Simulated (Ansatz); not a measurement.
# Several settings converged on ZnPt (P4mm, 2 atoms in the cell)

```yaml
crystal:
  lattice:
    - [2.84231, 0.00000, 0.00000]
    - [0.00000, 2.84231, 0.00000]
    - [0.00000, 0.00000, 3.48408]
  atoms:
    - { symbol: Zn, position: [0.50000, 0.50000, 0.51435] }
    - { symbol: Pt, position: [0.00000, 0.00000, 0.00000] }
```

Base method: PBEsol, default PAW files made with PBE (plane waves; Ansatz, a quantum-chemistry and plane-wave program).

Base settings: basis.ecutwfc = 420 eV; kpoints.mp_grid.grid = 12 12 10; hamiltonian.xc = pbesol; hamiltonian.pseudopotentials = {kind: paw} (the program's default PAW files); scf.occupations.method = fermi_dirac; scf.occupations.width = 0.1 eV.

The count of work is k-points × plane waves × bands × iterations; it is no time. Core times come from one kind of shared machine, to one figure; runs under 30 s give none.

**The cutoff for other potential files**

Level: DFT, PBEsol, plane waves, harder PAW files (source: ansatz) made with PBE.

In this ladder: hamiltonian.pseudopotentials = {kind: paw, source: ansatz}.

The second cell is the first with its lattice scaled by 0.98.

The mesh stays at the base's, so the ladder's end is converged at best in this setting alone.

The first pressure column holds Ansatz's estimate of the finite-basis (Pulay) stress, which hides part of the cutoff error; the other is without it.

Only quantities that move along the ladder and can be compared are tabulated.

```csv
basis.ecutwfc,free energy less the last step's (meV/atom),energy of the compressed cell less the first (meV/atom),pressure (GPa),pressure without the Pulay estimate (GPa),largest difference of a force vector from the last step's (eV/Å),count of work / last
295 eV,15797.08,51.71,-2.00,-905.24,0.492,0.11
365 eV,2541.53,20.08,-2.49,-192.39,0.008,0.14
460 eV,157.05,28.16,-1.19,-18.81,0.000,0.20
560 eV,4.55,27.00,-1.31,-2.00,0.000,0.28
660 eV,0.89,26.99,-1.31,-1.32,0.000,0.35
790 eV,0.65,26.99,-1.31,-1.32,0.000,0.46
990 eV,0.32,26.98,-1.31,-1.32,0.000,0.67
1320 eV,0.00,26.98,-1.31,-1.34,0.000,1.0
```

Coarsest basis.ecutwfc that holds the pressure within 0.1 GPa of the last step, with all finer ones: 560 eV, at 0.28 of the last step's count of work; the step before is off by 0.12 GPa.

Coarsest basis.ecutwfc that holds the pressure without the Pulay estimate within 1 GPa of the last step, with all finer ones: 560 eV, at 0.28 of the last step's count of work; the step before is off by 17 GPa.

Coarsest basis.ecutwfc that holds the forces within 0.02 eV/Å of the last step, with all finer ones: 365 eV, at 0.14 of the last step's count of work; the step before is off by 0.49 eV/Å.

The energy difference between the two cells stays within 1 meV/atom of the last step's from 560 eV on, the total only from 660 eV on: much of the error is common to both cells and cancels.

At the lowest cutoff the pressure without the Pulay estimate lies 904 GPa under the last step's, the usual sign of Pulay stress in an incomplete plane-wave basis.

**The density cutoff**

The second cell is the first with its lattice scaled by 0.98.

The mesh stays at the base's, so the ladder's end is converged at best in this setting alone.

Only quantities that move along the ladder and can be compared are tabulated.

| basis.ecutrho_ratio | free energy less the last step's (meV/atom) | energy of the compressed cell less the first (meV/atom) | pressure (GPa) |
|---|---|---|---|
| 2 | -6.23 | 26.99 | -0.93 |
| 3 | -0.10 | 26.57 | -1.37 |
| 4 | 0.00 | 26.58 | -1.38 |
| 5 | 0.00 | 26.58 | -1.38 |
| 6 | 0.00 | 26.58 | -1.38 |
| 8 | 0.00 | 26.58 | -1.38 |
| 10 | 0.00 | 26.58 | -1.38 |
| 12 | 0.00 | 26.58 | -1.38 |
| 16 | 0.00 | 26.58 | -1.38 |

Coarsest basis.ecutrho_ratio that holds the pressure within 0.2 GPa of the last step, with all finer ones: 3; the step before is off by 0.45 GPa.

Coarsest basis.ecutrho_ratio that holds the energy of the compressed cell less the first within 0.2 meV/atom of the last step, with all finer ones: 3; the step before is off by 0.42 meV/atom.

Coarsest basis.ecutrho_ratio that holds the free energy within 1 meV/atom of the last step, with all finer ones: 3; the step before is off by 6.2 meV/atom.

The energy difference between the two cells stays within 1 meV/atom of the last step's from 2 on, the total only from 3 on: much of the error is common to both cells and cancels.

**The relaxed cell against the cutoff**

On ZnPt (P4/mmm, 2 atoms in the cell): atoms on their sites.

In this ladder: relax = cell and atoms.

The mesh stays at the base's, so the ladder's end is converged at best in this setting alone.

Only quantities that move along the ladder and can be compared are tabulated.

```csv
basis.ecutwfc,relaxed volume (Å³/atom),relaxation steps,core time / last (rough)
250 eV,14.418,70,3
295 eV,14.068,13,0.5
355 eV,13.964,6,–
420 eV,13.959,5,–
505 eV,13.958,5,–
630 eV,13.957,5,0.6
840 eV,13.957,5,1
```

Coarsest basis.ecutwfc that holds the relaxed volume within 0.028 Å³/atom of the last step, with all finer ones: 355 eV; the step before is off by 0.11 Å³/atom.

At the lowest cutoff the cell relaxes to a volume 3.3 % larger than at the highest. Ansatz relaxes on a stress corrected for the finite basis.

On the base run: the starting cell comes from a database of computed structures (which also holds hypothetical and non-ambient phases and stackings), without a prior relaxation at this level. Its lattice was rescaled by up to half a per cent. One atom was moved a little off its site on purpose. Spin polarisation is off.

Left out of this page: 1 run of the series failed or unconverged.

Keys are those of Ansatz 0.2.
